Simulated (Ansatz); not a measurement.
## Competing hops of interstitial N in hcp Ru, neutral cell

Defect: interstitial N in hcp Ru, neutral cell. The numbers are results of PBE, PAW (plane waves to 420 eV; Ansatz, a quantum-chemistry and plane-wave program), not measurements.

Cell of 36 host sites held at the relaxed PBE lattice; a 3×3×3 k-point mesh shifted by half a step along c; Fermi-Dirac width 0.10 eV, spin-restricted; finite-size errors left in. Energies are static. Sites that were not tried may lie lower.

Barriers: single points on a 4×4×4 k-point mesh shifted by half a step along c at the bands' geometries (they differ from the bands' own by up to 0.06 eV, and are uncertain by about as much).

```tsv
Route	Start site over the lowest site run (eV)	Hop (Å)	Forward barrier (eV)	Backward barrier (eV)	Neighbours at the start	Neighbours at the saddle	Saddle order	Forward, on the band's own sampling (eV)
N moves alone to another site	0.00	2.14	0.98	0.98	6 Ru at 2.01 Å	3 Ru at 1.81 Å	not checked, on a symmetry element	0.96
N moves alone to another site	0.00	1.62	1.13	0.93	6 Ru at 2.01 Å	Ru at 1.83, 2 Ru at 1.84 Å	not checked, on a symmetry element	1.06
```

Paths come from climbing-image nudged elastic band runs. Of the routes that converged and passed our checks, the lowest saddle point lies 0.98 eV above the lowest of the sites run (N moves alone to another site); other sites, such as split forms, and other routes may lie lower. A band can be held on a symmetry element, so unchecked saddle points there may be too high. A further band (N moves alone to another site, 2.31 Å) gave 1.06 eV forward on its own sampling, 1.06 eV above the lowest site run, but a shoulder points to a second hump between its images, so it is not taken as a result.
